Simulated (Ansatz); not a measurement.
```
GaP
1.0
    0.00000     2.71915     2.71915
    2.71915     0.00000     2.71915
    2.71915     2.71915     0.00000
P Ga
1 1
Direct
  0.25000   0.25000   0.25000
  0.00000   0.00000   0.00000
```

The cell is fixed at its relaxed static size. Melting and transitions to other phases are not modelled. An odd repeat of the supercell leaves out some zone-boundary points, where instabilities often lie.

### Question
Estimate each atom's mean-square displacement (sum over three axes) at 600 K from path-integral sampling on the energy surface fitted in the stochastic self-consistent harmonic approximation in a 3×3×3 supercell, PBEsol in Ansatz (a first-principles code).

### Answer
P1 0.037 Å², Ga2 0.044 Å². Waves longer than the supercell are missing, so the values are low for an infinite crystal. Over all wave vectors of the supercell the softest harmonic mode is 73 cm⁻¹ at q = (0.00, 0.00, 0.33); the softest of the Hessian is 71 cm⁻¹ at q = (0.00, 0.00, 0.33) at 300 K (error under 1; the run's verdict: stable), 70 cm⁻¹ at q = (0.00, 0.00, 0.33) at 600 K (error under 1; the run's verdict: stable).
